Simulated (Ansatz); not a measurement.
The starting structures come from a database of crystals and need not be the phases stable at ambient conditions.

Tunnelling through a barrier is set by its complex band structure: the current falls as exp(−2κd) with the smallest κ.

```
CELL_PARAMETERS angstrom
      6.62407     0.00000     0.00000
     -3.24515     5.77471     0.00000
      1.68946     2.88735     7.06460
ATOMIC_POSITIONS crystal
  Cs 0.35374 0.35374 0.29252
  Cs 0.64626 0.64626 0.70748
  Pt 0.50000 0.00000 0.00000
  Pt 0.00000 0.50000 0.00000
  Pt 0.00000 0.00000 0.00000
  Se 0.94334 0.27864 0.77802
  Se 0.05666 0.72136 0.22198
  Se 0.27864 0.94334 0.77802
  Se 0.72136 0.05666 0.22198
```

Space group of this cell: Fmmm. The cell is taken as given.

Transport runs along the normal of the first two printed cell vectors.

The gap is the functional's own. No spin-orbit coupling. Mid-gap values are interpolated on the energy grid.

### Question
Predict the band gap and the smallest decay constant κ at mid-gap from r2SCAN (Ansatz, a program for electronic structure).

### Answer
Gap 1.57 eV on a 6×6×6 mesh; κ = 0.260 1/Å, at (0.500, 0.500) of the in-plane reciprocal vectors. At the zone centre, at the nearest computed energy, the slowest state has κ = 0.27 1/Å.
